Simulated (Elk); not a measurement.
Band structure of Rh (Fm-3m, 1 atom in the cell).

```xyz
1
Lattice="0.0000 1.8596 1.8596 1.8596 0.0000 1.8596 1.8596 1.8596 0.0000" Properties=species:S:1:pos:R:3 pbc="T T T"
Rh     0.0000     0.0000     0.0000
```

Method of the run: PBE, all-electron FP-LAPW, Elk's shipped species files, APW+lo basis with extra local orbitals run with Elk 10.2.4.

Settings: xctype = 20; rgkmax = 8; stype = 0; swidth = 0.00734986 Ha; ngridk = 12 12 12; gmaxvr = 16 1/bohr; nxlo = 2; lorbcnd = true; rmtscf = 0.9; lmaxi = 2; maxscl = 100.

The starting cell comes from a database of computed structures (which also holds hypothetical and non-ambient phases and stackings), without a prior relaxation at this level. Its lattice was rescaled by a random factor within 2.5 % of one. Spin polarisation is off. Values depend on the basis (sphere radii, cutoffs, local orbitals), which need not be converged.

Levels in eV from the Fermi level, bands 5 to 12:
| point | 5 | 6 | 7 | 8 | 9 | 10 | 11 | 12 |
|---|---|---|---|---|---|---|---|---|
| Γ | -8.48 | -3.42 | -3.42 | -3.42 | -1.10 | -1.10 | 15.68 | 21.38 |
| X | -7.00 | -6.59 | 0.61 | 1.11 | 1.11 | 3.34 | 13.14 | 13.63 |
| W | -5.58 | -4.20 | -4.20 | -1.37 | 1.13 | 10.13 | 10.13 | 11.87 |
| K | -6.12 | -5.27 | -2.28 | -0.78 | 0.42 | 8.35 | 8.99 | 12.77 |
| L | -6.71 | -3.51 | -3.51 | 0.64 | 0.66 | 0.66 | 9.35 | 15.27 |
| U | -6.12 | -5.27 | -2.28 | -0.78 | 0.42 | 8.35 | 8.99 | 12.77 |

Bands cross the Fermi level along this path, so the cell is metallic at this level.
